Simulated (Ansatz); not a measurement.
Consider Rb2InAgCl6 (space group Fm-3m, No. 225; a cell from a computed database, its experimental status unchecked).

```yaml
crystal:
  lattice:
    - [0.00000, 5.15422, 5.15422]
    - [5.15422, 0.00000, 5.15422]
    - [5.15422, 5.15422, 0.00000]
  atoms:
    - { symbol: Rb, position: [0.75000, 0.75000, 0.75000] }
    - { symbol: Rb, position: [0.25000, 0.25000, 0.25000] }
    - { symbol: In, position: [0.00000, 0.00000, 0.00000] }
    - { symbol: Ag, position: [0.50000, 0.50000, 0.50000] }
    - { symbol: Cl, position: [0.75545, 0.24455, 0.24455] }
    - { symbol: Cl, position: [0.24455, 0.75545, 0.75545] }
    - { symbol: Cl, position: [0.24455, 0.75545, 0.24455] }
    - { symbol: Cl, position: [0.75545, 0.24455, 0.75545] }
    - { symbol: Cl, position: [0.24455, 0.24455, 0.75545] }
    - { symbol: Cl, position: [0.75545, 0.75545, 0.24455] }
```

Cartesian axes are those of the cell as printed.

Method: PBEsol, PAW, 420 eV (Ansatz, a program for electronic structure; without spin-orbit coupling).

Strains are applied to the cell and any free atomic positions relax; under biaxial strain the out-of-plane vector relaxes too.

One change was made to it. Results:

```tsv
quantity	base	after
energy relative to the base (free energy F)	0 meV/atom	+14 meV/atom
band gap	0.77 eV	0.90 eV
```

**Question.** What was done to the base?
(A) biaxial strain +4.44 %, plane normal [001], relaxed out of plane
(B) uniaxial strain ε_xx = +2.18 %
(C) isotropic strain −0.87 %
(D) uniaxial strain ε_xx = −1.02 %
(E) tensor shear ε_xy = −1.43 %

**Answer.** A, biaxial strain +4.44 %, plane normal [001], relaxed out of plane. For comparison, the band gap in the other runs: isotropic strain −0.87 % gives 0.74 eV; uniaxial strain ε_xx = +2.18 % gives 0.70 eV; tensor shear ε_xy = −1.43 % gives 0.76 eV; uniaxial strain ε_xx = −1.02 % gives 0.71 eV.

Gaps are Kohn–Sham eigenvalue differences; semilocal functionals usually give less than the measured gap. Whether these cells are dynamically stable was not tested.
